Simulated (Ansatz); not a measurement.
Antifluorite Be2C was calculated with HSE06 in Ansatz (PAW).

Settings: plane-wave cutoff 500 eV, 8×8×8 k mesh, gaussian smearing 0.02 eV, scalar-relativistic PAW data made under PBE.

Cell (relaxed at this level):

```cif
data_CBe2
_chemical_formula_sum 'Be2 C1'
_space_group_name_H-M_alt 'P 1'
_space_group_IT_number 1
_cell_length_a 3.04476
_cell_length_b 3.04476
_cell_length_c 3.04476
_cell_angle_alpha 60.000
_cell_angle_beta 60.000
_cell_angle_gamma 60.000
loop_
_space_group_symop_operation_xyz
  'x, y, z'
loop_
_atom_site_label
_atom_site_type_symbol
_atom_site_fract_x
_atom_site_fract_y
_atom_site_fract_z
_atom_site_occupancy
Be1 Be 0.25000 0.25000 0.25000 1
Be2 Be 0.75000 0.75000 0.75000 1
C1 C 0.00000 0.00000 0.00000 1
```

### Question
Predict the band gap.

### Answer

- band gap = 1.92 eV (on the SCF k mesh)

Computed values are for the static lattice.

It cost about 2.2 core-minutes (a rough figure) of CPU time.

Ansatz is an electronic-structure program.
